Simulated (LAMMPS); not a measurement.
LAMMPS 22 Jul 2025, classical MD, Stillinger-Weber (Si.sw): Si, 32768 atoms.

```text
units metal
atom_style atomic
read_data unit.data
replicate 16 16 16
pair_style sw
pair_coeff * * Si.sw Si
change_box all z delta 0.0 $(2*lz) units box
velocity all create 1600 4928 dist gaussian loop geom
fix 1 all nve
fix 2 all langevin 800 800 0.04 9876 zero yes
timestep 0.001
thermo 100
run 300
reset_timestep 0
write_restart start.rst
```

```text
read_restart start.rst
pair_style sw
pair_coeff * * Si.sw Si
neighbor 2.0 bin
neigh_modify every 1 delay 0 check yes
fix 1 all nve
timestep 0.001
thermo_style custom step temp pe etotal press
thermo_modify format float %.10g
thermo 100
group probe id 1:48
dump probe probe custom 1000000 forces.txt id fx fy fz
dump_modify probe sort id format float %.8g
run 2000
```

```bash
# ahead of the timed run: OMP_NUM_THREADS=1 mpirun -np 48 lmp -in in.warm -log none -nocite
OMP_NUM_THREADS=1 mpirun -np 64 lmp -in in.lmp -log log.lammps -nocite
```

It runs on a single node (AMD EPYC (Zen 5), 96 cores on 1 socket, no SMT, 12 L3 cache groups).

On 64 ranks this takes 3.5 s. Each time is the median wall time of two to five repeats, run one at a time on the otherwise empty machine; start-up is included. Unless noted, each process is bound to its own block of adjacent cores. The build: conda-forge: Open MPI, OPENMP and OPT packages, FFTW; another build can shift the numbers. Scratch files lie in a memory file system. A preparatory run goes ahead and isn't timed.

Task: Speed this job up; the result has to stay within 1.0 meV/atom in energy, 10 meV/Å in forces on 48 atoms, 0.20 meV an atom in drift of the total energy. Keep to 64 cores.

Result: One answer among several that fit: going from processors = * * * (default) to processors = * * 1, one of the fastest among the values tried that keep the result.

```diff
+processors * * 1
```

Time: 3.5 s to 1.7 s (2.1× as fast). The largest move is in other (Other): 1.4 s to 0.032 s. The slowest rank's pair time is 3.09 times the mean in the first run and 1.01 times in the second; the others wait. As resolved by the program: grid of ranks 2 by 4 by 8 against 8 by 8 by 1. These two results differ by: energy equal as printed, forces on 48 atoms equal as printed, drift of the total energy equal as printed. Others tried: processors = 8 8 1 (1.7 s); processors = 64 1 1 (1.9 s); processors = 4 4 4 (3.5 s); processors = 1 1 64 (3.6 s). Launch, exit and the like take 0.68 s of the 1.7 s.
